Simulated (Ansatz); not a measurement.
Start from ZrB$_{2}$ (space group P6/mmm, No. 191; a = 3.171 Å, c = 3.541 Å).

Level of theory: Ansatz (a program for electronic structure), PBE, PAW, cutoff 420 eV, no SOC.

Base values:

- Lattice parameter a = 317.1 pm

Perturbation: a hydrostatic pressure of 50 GPa.

Q: Predict the new lattice parameter a.

A: The lattice parameter a shrinks by 15.3 pm to 301.8 pm.

Load acts through the strain it causes; cell and atoms are relaxed under it. Stability against distortions was not tested. No other phases were tried under pressure. The final runs are not spin-polarised.
